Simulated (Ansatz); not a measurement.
# HfC: point defects

Take a 16-atom supercell of HfC in the rock salt structure (space group Fm-3m, No. 225; a = 4.641 Å) at its relaxed geometry as the base.

One neutral defect a cell, atoms relaxed at fixed cell.

All numbers come from Kohn–Sham DFT with the r2SCAN functional, run in Ansatz (a program for electronic structure) with PAW and 500 eV plane waves, scalar-relativistic without spin-orbit coupling.

```json
[
 {"case": "perfect supercell", "largest displacement of a host atom from its site in the perfect cell": "–", "pressure": "0.0 GPa"},
 {"case": "C interstitial (started 1.64 Å from the nearest host atom), symmetric start", "largest displacement of a host atom from its site in the perfect cell": "0.32 Å", "pressure": "11.3 GPa"},
 {"case": "Hf on a C site (antisite)", "largest displacement of a host atom from its site in the perfect cell": "0.36 Å", "pressure": "21.9 GPa"},
 {"case": "Hf vacancy", "largest displacement of a host atom from its site in the perfect cell": "0.09 Å", "pressure": "-1.5 GPa"},
 {"case": "C vacancy", "largest displacement of a host atom from its site in the perfect cell": "0.05 Å", "pressure": "-0.7 GPa"}
]
```

The cell is small, so the values are those of an ordered compound at a high defect concentration; dilute-limit values will differ. Defects with a symmetric start kept the site's symmetry and may sit on a saddle; the others started slightly shaken. The final runs are not spin-polarised.
